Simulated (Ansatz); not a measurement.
The starting structures come from a database of crystals and need not be the phases stable at ambient conditions.

Data:

```yaml
crystal:
  lattice:
    - [8.24183, 0.00000, 0.00000]
    - [0.00000, 10.06242, -0.01038]
    - [0.00000, -3.30691, 4.73170]
  atoms:
    - { symbol: Pb, position: [0.50000, 0.22399, 0.41623] }
    - { symbol: Pb, position: [0.27601, 0.00000, 0.69224] }
    - { symbol: Pb, position: [0.50000, 0.77601, 0.96824] }
    - { symbol: Pb, position: [0.72399, 0.00000, 0.69224] }
    - { symbol: Pb, position: [0.00000, 0.72399, 0.03176] }
    - { symbol: Pb, position: [0.22399, 0.50000, 0.30776] }
    - { symbol: Pb, position: [0.00000, 0.27601, 0.58377] }
    - { symbol: Pb, position: [0.77601, 0.50000, 0.30776] }
    - { symbol: O, position: [0.50000, 0.00000, 0.91471] }
    - { symbol: O, position: [0.50000, 0.00000, 0.41471] }
    - { symbol: O, position: [0.00000, 0.50000, 0.08529] }
    - { symbol: O, position: [0.00000, 0.50000, 0.58529] }
    - { symbol: F, position: [0.71102, 0.71102, 0.21102] }
    - { symbol: F, position: [0.78898, 0.21102, 0.21102] }
    - { symbol: F, position: [0.28898, 0.28898, 0.78898] }
    - { symbol: F, position: [0.21102, 0.78898, 0.78898] }
    - { symbol: F, position: [0.78898, 0.78898, 0.78898] }
    - { symbol: F, position: [0.71102, 0.28898, 0.78898] }
    - { symbol: F, position: [0.21102, 0.21102, 0.21102] }
    - { symbol: F, position: [0.28898, 0.71102, 0.21102] }
```

Space group of this cell: P4_2/nmc. The cell was relaxed by PBE-D3(BJ); by PBEsol its mean pressure is -2.0 GPa.

Transport runs along the normal of the first two printed cell vectors, the (101) plane of the conventional cell.

The gap is the functional's own. No spin-orbit coupling. Mid-gap values are interpolated on the energy grid.

**Question.** State the band gap and the smallest decay constant κ at mid-gap according to PBEsol run with Ansatz (an electronic-structure program).

**Answer.** Gap 2.78 eV on a 6×6×6 mesh; κ = 0.317 1/Å, at the zone centre.
